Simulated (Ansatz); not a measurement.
Input and output of a relaxation of cell and atoms for Mn3Si (Fm-3m, 4 atoms in the cell) (Ansatz, an electronic-structure program).

Method: LDA (PW92), default PAW files made with PBE (plane waves; Ansatz).

The change in words: atoms on their sites; basis.ecutwfc: 30.9 Ry → 15.4 Ry; relax: default → cell and atoms. Reference geometry:
```xyz
4
Lattice="0.0000 2.8304 2.8304 2.8304 0.0000 2.8304 2.8304 2.8304 0.0000" Properties=species:S:1:pos:R:3 pbc="T T T"
Mn     1.4152     1.4152     1.4152
Mn     4.2456     4.2456     4.2456
Mn     2.8304     2.8304     2.8804
Si     0.0000     0.0000     0.0000
```
Moments meant for the start (each program seeds them in its own way; μB, in the order of the atoms Mn Mn Mn Si): 4.0 4.0 4.0 0.0.

Reference input (self-consistent single point, DFT, LDA (PW92), plane waves, default PAW files made with PBE): basis.ecutwfc = 30.9 Ry; kpoints.mp_grid.grid = 6 6 6; hamiltonian.xc = lda; hamiltonian.pseudopotentials = {kind: paw} (the program's default PAW files); magnetization.spin_polarized = true; scf.occupations.method = gaussian; scf.occupations.width = 0.0073 Ry. This run's input differs from it in these lines:

Ansatz 0.2 input:
```diff
@@ -9,6 +9,6 @@
     - { symbol: Mn, position: [0.750000, 0.750000, 0.750000], spin: 4.0 }
-    - { symbol: Mn, position: [0.508833, 0.508833, 0.491167], spin: 4.0 }
+    - { symbol: Mn, position: [0.500000, 0.500000, 0.500000], spin: 4.0 }
     - { symbol: Si, position: [0.000000, 0.000000, 0.000000] }
 basis:
-  ecutwfc: 30.9 Ry
+  ecutwfc: 15.4 Ry
 kpoints:
@@ -22,2 +22,4 @@
   occupations: { method: gaussian, width: 0.0073 Ry }
+relax:
+  cell: {}
 output:
```

Output, abridged:

```
   [... SCF lines of the steps left out ...]
relax step   1: F+E_penalty+E_count = -12112.61290859 eV  Δ(F+E_penalty+E_count) = +0.000e0 eV  max|allowed force component| = 1.388e-17 eV/Å  Δτ_max = 0.0000 Å  P = -6.701 GPa  Ω = 45.349 Å³  (27 SCF iters, dr2 threshold 1.00e-7 eV, accepted)
relax step   2: F+E_penalty+E_count = -12114.62180350 eV  Δ(F+E_penalty+E_count) = -2.009e0 eV  max|allowed force component| = 6.245e-17 eV/Å  Δτ_max = 0.0000 Å  P = +24.461 GPa  Ω = 44.440 Å³  energy of the carried Pulay correction = +2.059e0 eV  [...]
   [... lines left out ...]
relax step 119: F+E_penalty+E_count = -12112.96547090 eV  Δ(F+E_penalty+E_count) = -6.131e-2 eV  max|allowed force component| = 4.857e-17 eV/Å  Δτ_max = 0.0000 Å  P = -0.006 GPa  Ω = 44.020 Å³  energy of the carried Pulay correction = +6.123e-2 eV  [...]
relax step 120: F+E_penalty+E_count = -12112.75736810 eV  Δ(F+E_penalty+E_count) = +2.081e-1 eV  max|allowed force component| = 4.626e-17 eV/Å  Δτ_max = 0.0000 Å  P = +0.551 GPa  Ω = 44.020 Å³  stress off target by 5.51e-1 GPa  SCF on the basis [...]
basis re-selected at this cell: Δ(F+E_penalty+E_count) = +2.081e-1 eV, ΔP = +0.557 GPa vs the last step
   [... lines left out ...]
Absolute magnetization: 4.3781 μB (∫|ρ↑−ρ↓|, with the PAW one-centre terms)
Free energy (F): -12112.757368 eV
Fermi energy:    17.993486 eV
Error: variable-cell relaxation did not converge after 120 `relax_step` rows, as none of its last 53 fresh-basis SCF(s) at a relaxed cell met both thresholds with a finite energy. The last misses `relax.cell.stress_tol`: largest allowed force component 4.63e-17 eV/Å (`relax.f_tol` 1.00e-2 eV/Å), stress off the target on the free part of the cell 5.51e-1 GPa (`relax.cell.stress_tol` 5.00e-2 GPa), F+E_penalty+E_count -12112.75736810 eV. The closest is row 90, whose structure comes with this error. Larger ratio of force or stress to its threshold at each such SCF whose figures are numbers: 82.675, 114.100, 54.073, 44.213, 70.979, 93.215, 89.070, 115.003, 16.436, 15.445, 17.142, [...]
   [... lines left out ...]
to start a new deck from the relaxed geometry:
  cell:  # Å, volume = 44.0179 Å³
    - [-1.5436000071858332e-32, 2.802420092401033, 2.802420092401033]
    - [2.802420092401033, 1.1865134490699447e-32, 2.802420092401033]
    - [2.802420092401033, 2.802420092401033, -1.497613934010354e-32]
  atoms:
    - { symbol: Mn, position: [0.24999999999999997, 0.24999999999999997, 0.24999999999999997] }
    - { symbol: Mn, position: [0.7499999999999999, 0.7499999999999999, 0.7499999999999999] }
    - { symbol: Mn, position: [0.49999999999999994, 0.49999999999999994, 0.49999999999999994] }
    - { symbol: Si, position: [2.3772542854378306e-34, -1.0678883404985759e-34, -2.272399926875033e-34] }
```

The relaxation ended unconverged. 

The starting cell comes from a database of computed structures (which also holds hypothetical and non-ambient phases and stackings), without a prior relaxation at this level. Its lattice was rescaled by up to half a per cent. The program warned that a starting moment was not kept. The cutoff lies below the one recommended for these files.

Cost on one core of a shared machine: roughly 5 min.
